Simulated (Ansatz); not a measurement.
Start from AlN in the wurtzite structure (space group P6_3mc, No. 186; a = 3.1067 Å, c = 4.9785 Å).

Computed with r2SCAN (Ansatz, a quantum-chemistry and plane-wave program, PAW, scalar-relativistic without spin-orbit coupling).

One change was made to it. Results:

The volume per atom drops by 0.21 Å³ (10.40 Å³ → 10.19 Å³); the valence-band top at Γ (three highest levels, from the VBM) becomes 0.00, -0.24, -0.24 eV (base: 0.00, -0.22, -0.22 eV); the band gap increases by 0.18 eV (4.88 eV → 5.06 eV).

### Question
Which change produced these results?
(A) pressure 9 GPa
(B) pressure 4.5 GPa
(C) pressure −1 GPa
(D) pressure −2 GPa

### Answer
B, pressure 4.5 GPa. For comparison, the band gap in the other runs: pressure −1 GPa gives 4.84 eV; pressure −2 GPa gives 4.79 eV; pressure 9 GPa gives 5.23 eV.

Load acts through the strain it causes; cell and atoms are relaxed under it. Whether these cells are dynamically stable was not tested. Tetrahedral semiconductors of this kind turn to denser phases somewhere between about 1 and 50 GPa; those were not computed, so compressed cells here can lie past the real transition.
